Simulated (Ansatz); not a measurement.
Data:

```
CELL_PARAMETERS angstrom
      0.00000     2.75271     2.75271
      2.75271     0.00000     2.75271
      2.75271     2.75271     0.00000
ATOMIC_POSITIONS crystal
  Ge 0.00000 0.00000 0.00000
  Ge 0.25000 0.25000 0.25000
```

All values below come from r2SCAN, finite-displacement electron-phonon coupling, linearised Boltzmann equation (plane waves, PAW, scalar-relativistic; Ansatz, a first-principles code). Condition of this run: hydrostatic pressure 8 GPa (the target of the relaxation). Geometry: relaxed with this functional, without spin-orbit coupling, then loaded as said.

Task: What phonon-limited electron drift mobility does this give at 300 K?

Result: 1040 cm²/(V·s).

Scattering by harmonic phonons alone: no impurities, screening or carrier-carrier scattering, bands fixed at 0 K. From a coarser fine mesh the values given move by up to 5 %. The mesh was bound by memory.
